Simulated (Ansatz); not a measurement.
Results of r²SCAN+rVV10 (Ansatz, a quantum-chemistry and plane-wave program, plane waves, PAW) for fluorite CoSi2.

Numerical settings: plane-wave cutoff 600 eV, 22×22×22 k mesh, Fermi–Dirac smearing 0.072 eV (set by the program), no spin polarisation, scalar-relativistic PAW data made under PBE.

Computed at the level's own relaxed cell.

Hill averages of the elastic tensor: K = 199.7 GPa, G = 80.1 GPa. Volume 12.455 Å³/atom, mean atomic mass 38.368 u.

Problem. Work out the density, the sound velocities of a polycrystal and the elastic Debye temperature, and Pugh's ratio at this level.

Solution. ρ = 1.66054 × 38.368/12.455 = 5.115 g/cm³. v_l = √[(K + 4G/3)/ρ] = 7.741 km/s and v_t = √(G/ρ) = 3.957 km/s. The mean follows from 3/v_m³ = 1/v_l³ + 2/v_t³: v_m = 4.433 km/s. Θ_D = (ħ/k_B) v_m (6π²/V)^(1/3) = 76.38 K Å s/km × 4.433 × 1.6815 Å⁻¹ = 569 K, counting all atoms of the cell. K/G = 2.49, to be set beside Pugh's rough bound of 1.75 between brittle and ductile metals.
